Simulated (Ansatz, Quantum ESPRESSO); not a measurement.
# Li2Pd (P6/mmm, 3 atoms in the cell) computed with different codes at matched settings

Self-consistent single point.

```
CELL_PARAMETERS angstrom
      4.20512     0.00000     0.00000
     -2.10256     3.64174     0.00000
      0.00000     0.00000     2.67986
ATOMIC_POSITIONS crystal
  Li 0.33333 0.66667 0.50000
  Li 0.66667 0.33333 0.50000
  Pd 0.00000 0.00000 0.00000
```

Shared settings, as Ansatz (an electronic-structure program) writes them: kpoints.mp_grid.grid = 9 9 12; magnetization.spin_orbit = true; scf.occupations.method = fermi_dirac; scf.occupations.width = 0.1 eV. Potentials and cutoffs stand in the table.

```csv
code,model,pressure (GPa),cutoff
Ansatz,"PBEsol with spin-orbit coupling, PAW files made with PBE",-0.49,default
Quantum ESPRESSO,"PBEsol, spin-orbit coupling, PseudoDojo fully relativistic norm-conserving (PBESOL) pseudopotentials",-0.38,85 Ry
```

The spread over the programs that give each value: pressure within 0.11 GPa.

Ansatz's pressure is given at a fixed set of plane waves, as the other plane-wave codes print theirs; with its correction for the finite basis it is -0.44 GPa.

The starting cell comes from a database of computed structures (which also holds hypothetical and non-ambient phases and stackings), without a prior relaxation at this level.

Left out of this page: Elk and SIESTA (not drawn, or without a comparable value).

Keys are those of Ansatz 0.2.
